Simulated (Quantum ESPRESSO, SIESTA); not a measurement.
Pressure against volume in hcp Hf (space group 194) (SIESTA, PBE)

```
CELL_PARAMETERS angstrom
      3.13328     0.00000     0.00000
     -1.56664     2.71350     0.00000
      0.00000     0.00000     4.96021
ATOMIC_POSITIONS crystal
  Hf 0.66667 0.33333 0.75000
  Hf 0.33333 0.66667 0.25000
```

Level of theory: GGA PBE, numerical atomic orbitals TZP, PseudoDojo PBE standard norm-conserving potentials (rewritten from UPF to PSML) (SIESTA). Settings: XC.functional = GGA; XC.authors = PBE; potentials = PseudoDojo PBE standard; PAO.BasisSize = TZP; PAO.EnergyShift = 0.01 Ry; MeshCutoff = 520 Ry; kgrid.MonkhorstPack = 21 21 12; OccupationFunction = FD; ElectronicTemperature = 580.23 K; MaxSCFIterations = 150; SCF.Mixer.Method = Broyden; SCF.Mixer.Weight = 0.2; SCF.Mixer.History = 6; SCF.DM.Tolerance = 1.0E-05. The cell above is the first row's. The rows scale it uniformly. In all rows fractional positions and the k mesh are held.

| V (Å^3/atom) | P (GPa) |
|---|---|
| 21.086 | ? |
| 21.545 | 2.77 |
| 22.003 | 0.21 |
| 22.461 | -2.10 |
| 22.920 | -4.22 |
| 23.378 | -6.13 |
| 23.837 | -7.89 |
| 24.295 | -9.48 |
| 24.753 | -10.98 |

The 8 complete rows are fitted with a cubic, P against V. With u = V - 23.1, the rows have u = -1.5550, -1.0970, -0.6390, -0.1800, 0.2780, 0.7370, 1.1950, 1.6530. Least squares gives P = -4.990 - 4.2202·u + 0.4307·u² - 0.04152·u³. Residuals (row less fit): 0.000, -0.003, 0.007, -0.004, 0.001, -0.007, 0.009, -0.003; standard error 0.007 (degrees of freedom: 4). The fitted pressure is zero at V0 = 22.04, where dP/dV = -5.270, so B0 = -V0·dP/dV = 116 GPa.

**Question.** Estimate the missing P (V = 21.086); what did the run itself give?

**Answer.** u = -2.0140, so P = -4.990 - 4.2202 × (-2.0140) + 0.4307 × (-2.0140)² - 0.04152 × (-2.0140)³ = 5.596 GPa. The calculation gives 5.66 GPa, 0.064 GPa above the prediction (0.4 % of the range of P in the table). The row lies outside the fitted rows, so this is an extrapolation. From the scatter of the fitted rows alone, a prediction at this place has a standard error of 0.019 GPa, so the miss is 3.3 times that.

Carrying the step between the two nearest rows on in a straight line would have given 5.34, off by 0.32; series whose last step already gives the withheld value aren't shown. The scan was laid around a cell of about the measured size, scaled by a guess for this functional; axis ratios and inner coordinates come from that cell. The runs keep the symmetry of the cell, so they don't test it for distortions. A plane-wave scan with the same functional (Quantum ESPRESSO, GBRV) gives V0 = 22.60 Å^3/atom and B0 = 108 GPa; a Birch-Murnaghan fit to all rows here lies -2.5 % from it in V0 and 8 % in B0; the two differ in basis, and may differ in potentials and mesh. Values carry the incompleteness of an atom-centred basis. Spin-orbit coupling is off. The shape of the cell and the inner coordinates aren't relaxed, so V0 and B0 belong to this uniform scaling; a relaxed crystal lies no higher in energy and is usually softer. Cutoffs and mesh are single choices, not tested for convergence of this quantity. Series with a scatter that would blur these digits, or in which a gap closes, are not shown.

Terms beyond the fitted order, or numerical noise in single rows, can give a miss of this size; the table doesn't tell which.
